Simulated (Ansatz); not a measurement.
Base system: Ag in the fcc (Cu type) structure (space group Fm-3m, No. 225; a = 4.104 Å; relaxed with 0.1 eV smearing). Axes: x, y, z lie along the cube axes.

Method: r2SCAN, PAW, 500 eV (Ansatz, a quantum-chemistry and plane-wave program; spin-orbit coupling left out).

Now apply this change: an isotropic linear strain of +2.00 %; the atoms relax in the strained cell.

### Question
Predict the stress tensor and what it implies for the stiffness.

### Answer
Stress of the strained cell less that of the base (GPa, compression positive):
```
   -5.2     0.0     0.0
    0.0    -5.2     0.0
    0.0     0.0    -5.2
```

Then B = −ΔP/(ΔV/V₀) with ΔV/V₀ = 0.0612 gives secant stiffness values (nonlinear terms included at this strain): B ≈ 84 GPa.

As a check, the harmonic strain energy −½ V₀ Δσ:ε is 17 meV/atom; the computed energy rise is 18 meV/atom.

Stability against distortions was not tested.
